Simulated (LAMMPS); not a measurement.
System: a melt of Cu (fcc) with 75 % of Cu sites Pt, 2048 atoms, cooled from 2620 K to 300 K at 1e+12 K/s, at zero pressure.

All values are model results, not measurements: classical MD, pair style eam, the elements' _u3.eam files (universal-3 set of Foiles, Baskes and Daw) (LAMMPS).

```json
{
 "state_found": "glass",
 "density": "18.6 g/cm³ (one sample)",
 "volume_per_atom": "14.5 Å³/atom (one sample)",
 "enthalpy_per_atom": "-5.171 eV/atom (one sample)",
 "first peak of g(r), Cu-Pt": "2.58 Å, height 5.3",
 "coordination number of Cu by Pt": "10.1 (counted to 3.46 Å)",
 "coordination number of Pt by Cu": "3.37 (counted to 3.46 Å)",
 "first peak of g(r), Pt-Pt": "2.73 Å, height 4.2",
 "coordination number of Pt by Pt": "10.1 (counted to 3.62 Å)",
 "first peak of g(r), Cu-Cu": "2.53 Å, height 2.6",
 "coordination number of Cu by Cu": "1.72 (counted to 3.26 Å)",
 "most common Cu-Pt-Pt angle": "at the 3° bin centred on 55.5°, after smoothing over three bins (mean of all 94°)",
 "most common Pt-Pt-Pt angle": "at the 3° bin centred on 58.5°, after smoothing over three bins (mean of all 97°)",
 "mean frequency of the vibrational (phonon) density of states": "3.3 THz",
 "energy above the random crystal at 0 K": "0.044 eV/atom",
 "cost": "very roughly 40 core-minutes"
}
```

Potential: the _u3.eam files of the LAMMPS distribution; the Cu file's header cites Foiles et al, Phys Rev B, 33, 7983 (1986).

| angle (°) | probability per degree, Cu-Pt-Pt | probability per degree, Pt-Pt-Pt | probability per degree, Cu-Pt-Cu |
|---|---|---|---|
| 37.50 | 0.0000 | 0.0000 | 0.0000 |
| 40.50 | 0.0002 | 0.0000 | 0.0000 |
| 43.50 | 0.0020 | 0.0005 | 0.0009 |
| 46.50 | 0.0069 | 0.0035 | 0.0028 |
| 49.50 | 0.0130 | 0.0087 | 0.0072 |
| 52.50 | 0.0206 | 0.0144 | 0.0117 |
| 55.50 | 0.0250 | 0.0199 | 0.0147 |
| 58.50 | 0.0226 | 0.0211 | 0.0148 |
| 61.50 | 0.0162 | 0.0183 | 0.0109 |
| 64.50 | 0.0100 | 0.0132 | 0.0078 |
| 67.50 | 0.0064 | 0.0088 | 0.0058 |
| 70.50 | 0.0043 | 0.0060 | 0.0040 |
| 73.50 | 0.0035 | 0.0045 | 0.0035 |
| 76.50 | 0.0034 | 0.0040 | 0.0040 |
| 79.50 | 0.0039 | 0.0039 | 0.0042 |
| 82.50 | 0.0044 | 0.0044 | 0.0052 |
| 85.50 | 0.0049 | 0.0051 | 0.0060 |
| 88.50 | 0.0058 | 0.0060 | 0.0076 |
| 91.50 | 0.0066 | 0.0069 | 0.0095 |
| 94.50 | 0.0077 | 0.0081 | 0.0115 |
| 97.50 | 0.0096 | 0.0098 | 0.0132 |
| 100.5 | 0.0109 | 0.0111 | 0.0141 |
| 103.5 | 0.0114 | 0.0124 | 0.0148 |
| 106.5 | 0.0118 | 0.0129 | 0.0150 |
| 109.5 | 0.0118 | 0.0130 | 0.0162 |
| 112.5 | 0.0115 | 0.0125 | 0.0145 |
| 115.5 | 0.0105 | 0.0112 | 0.0134 |
| 118.5 | 0.0089 | 0.0098 | 0.0113 |
| 121.5 | 0.0077 | 0.0084 | 0.0087 |
| 124.5 | 0.0063 | 0.0073 | 0.0070 |
| 127.5 | 0.0053 | 0.0062 | 0.0067 |
| 130.5 | 0.0046 | 0.0056 | 0.0057 |
| 133.5 | 0.0046 | 0.0051 | 0.0055 |
| 136.5 | 0.0046 | 0.0048 | 0.0054 |
| 139.5 | 0.0048 | 0.0047 | 0.0055 |
| 142.5 | 0.0050 | 0.0047 | 0.0050 |
| 145.5 | 0.0051 | 0.0049 | 0.0062 |
| 148.5 | 0.0052 | 0.0049 | 0.0055 |
| 151.5 | 0.0051 | 0.0048 | 0.0056 |
| 154.5 | 0.0047 | 0.0046 | 0.0050 |
| 157.5 | 0.0040 | 0.0040 | 0.0043 |
| 160.5 | 0.0035 | 0.0036 | 0.0032 |
| 163.5 | 0.0030 | 0.0030 | 0.0031 |
| 166.5 | 0.0023 | 0.0024 | 0.0023 |
| 169.5 | 0.0018 | 0.0020 | 0.0019 |
| 172.5 | 0.0011 | 0.0014 | 0.0013 |
| 175.5 | 0.0007 | 0.0008 | 0.0010 |
| 178.5 | 0.0002 | 0.0003 | 0.0002 |
